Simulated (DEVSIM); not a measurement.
System: abrupt GaAs n-p junction, at 300 K.

| layer (left to right) | material | thickness (μm) | Nd (cm⁻³) | Na (cm⁻³) | τn (s) | τp (s) |
|---|---|---|---|---|---|---|
| 1 | GaAs | 0.390 | 8.3e16 | - | 6.9e-8 | 6.9e-7 |
| 2 | GaAs | 22.0 | - | 4.1e17 | 6.9e-8 | 6.9e-8 |

Left contact: ohmic. Right contact: ohmic. Voltage is applied to the left contact. Recombination: SRH at mid-gap, radiative, Auger. Mobility is μmin + (μ − μmin)/(1 + (N/Nref)^α).

Constants are typed, rounded textbook-type inputs, not results; the design itself was drawn at random and stands for no fabricated device. Values at 300 K.

```
parameter        GaAs
-------------  ------
gap (eV)        1.424
affinity (eV)    4.07
permittivity     12.9
Nc (cm⁻³)      4.7e17
Nv (cm⁻³)        9e18
μn (cm²/Vs)      8500
μp (cm²/Vs)       400
μn,min            500
μp,min             20
Nref,n           6e16
Nref,p         1.5e17
αn               0.39
αp               0.38
B (cm³/s)       2e-10
Cn (cm⁶/s)      1e-30
Cp (cm⁶/s)      1e-30
```

Model (solved in DEVSIM): 1D drift-diffusion, Boltzmann statistics, complete ionisation; no tunnelling, impact ionisation, image-force lowering or self-heating.

Task: Tabulate band edges, carrier densities and field at -1.05 V on the left contact.

Result: Energies count from the Fermi level of the right contact; mesh points crowd at the junctions.

```json
[
 {"x (μm)": "0.000", "Ec (eV)": "1.095", "Ev (eV)": "-0.329", "n (cm⁻³)": "8.3e16", "p (cm⁻³)": "< 1e2", "field (V/cm)": "≈ 0"},
 {"x (μm)": "0.02480", "Ec (eV)": "1.095", "Ev (eV)": "-0.329", "n (cm⁻³)": "8.3e16", "p (cm⁻³)": "1.9e12", "field (V/cm)": "≈ 0"},
 {"x (μm)": "0.07554", "Ec (eV)": "1.095", "Ev (eV)": "-0.329", "n (cm⁻³)": "8.3e16", "p (cm⁻³)": "5.9e12", "field (V/cm)": "≈ 0"},
 {"x (μm)": "0.1684", "Ec (eV)": "1.095", "Ev (eV)": "-0.329", "n (cm⁻³)": "8.3e16", "p (cm⁻³)": "1.3e13", "field (V/cm)": "≈ 0"},
 {"x (μm)": "0.3085", "Ec (eV)": "1.097", "Ev (eV)": "-0.327", "n (cm⁻³)": "7.5e16", "p (cm⁻³)": "2.7e13", "field (V/cm)": "1700"},
 {"x (μm)": "0.3602", "Ec (eV)": "1.152", "Ev (eV)": "-0.272", "n (cm⁻³)": "9.1e15", "p (cm⁻³)": "2.4e14", "field (V/cm)": "28000"},
 {"x (μm)": "0.3884", "Ec (eV)": "1.277", "Ev (eV)": "-0.147", "n (cm⁻³)": "7.2e13", "p (cm⁻³)": "3.0e16", "field (V/cm)": "62000"},
 {"x (μm)": "0.4249", "Ec (eV)": "1.344", "Ev (eV)": "-0.080", "n (cm⁻³)": "5.4e12", "p (cm⁻³)": "4.0e17", "field (V/cm)": "690"},
 {"x (μm)": "0.4886", "Ec (eV)": "1.344", "Ev (eV)": "-0.080", "n (cm⁻³)": "5.3e12", "p (cm⁻³)": "4.1e17", "field (V/cm)": "≈ 0"},
 {"x (μm)": "0.6319", "Ec (eV)": "1.344", "Ev (eV)": "-0.080", "n (cm⁻³)": "5.2e12", "p (cm⁻³)": "4.1e17", "field (V/cm)": "≈ 0"},
 {"x (μm)": "0.9196", "Ec (eV)": "1.344", "Ev (eV)": "-0.080", "n (cm⁻³)": "5.0e12", "p (cm⁻³)": "4.1e17", "field (V/cm)": "≈ 0"},
 {"x (μm)": "1.838", "Ec (eV)": "1.344", "Ev (eV)": "-0.080", "n (cm⁻³)": "4.5e12", "p (cm⁻³)": "4.1e17", "field (V/cm)": "≈ 0"},
 {"x (μm)": "3.429", "Ec (eV)": "1.344", "Ev (eV)": "-0.080", "n (cm⁻³)": "3.8e12", "p (cm⁻³)": "4.1e17", "field (V/cm)": "≈ 0"},
 {"x (μm)": "7.008", "Ec (eV)": "1.344", "Ev (eV)": "-0.080", "n (cm⁻³)": "2.5e12", "p (cm⁻³)": "4.1e17", "field (V/cm)": "≈ 0"},
 {"x (μm)": "15.37", "Ec (eV)": "1.344", "Ev (eV)": "-0.080", "n (cm⁻³)": "8.1e11", "p (cm⁻³)": "4.1e17", "field (V/cm)": "≈ 0"},
 {"x (μm)": "19.03", "Ec (eV)": "1.344", "Ev (eV)": "-0.080", "n (cm⁻³)": "3.6e11", "p (cm⁻³)": "4.1e17", "field (V/cm)": "≈ 0"},
 {"x (μm)": "20.85", "Ec (eV)": "1.344", "Ev (eV)": "-0.080", "n (cm⁻³)": "1.6e11", "p (cm⁻³)": "4.1e17", "field (V/cm)": "≈ 0"},
 {"x (μm)": "21.66", "Ec (eV)": "1.344", "Ev (eV)": "-0.080", "n (cm⁻³)": "7.6e10", "p (cm⁻³)": "4.1e17", "field (V/cm)": "≈ 0"},
 {"x (μm)": "22.13", "Ec (eV)": "1.344", "Ev (eV)": "-0.080", "n (cm⁻³)": "2.7e10", "p (cm⁻³)": "4.1e17", "field (V/cm)": "≈ 0"},
 {"x (μm)": "22.28", "Ec (eV)": "1.344", "Ev (eV)": "-0.080", "n (cm⁻³)": "1.2e10", "p (cm⁻³)": "4.1e17", "field (V/cm)": "≈ 0"},
 {"x (μm)": "22.35", "Ec (eV)": "1.344", "Ev (eV)": "-0.080", "n (cm⁻³)": "4.0e9", "p (cm⁻³)": "4.1e17", "field (V/cm)": "≈ 0"},
 {"x (μm)": "22.39", "Ec (eV)": "1.344", "Ev (eV)": "-0.080", "n (cm⁻³)": "< 1e2", "p (cm⁻³)": "4.1e17", "field (V/cm)": "≈ 0"}
]
```
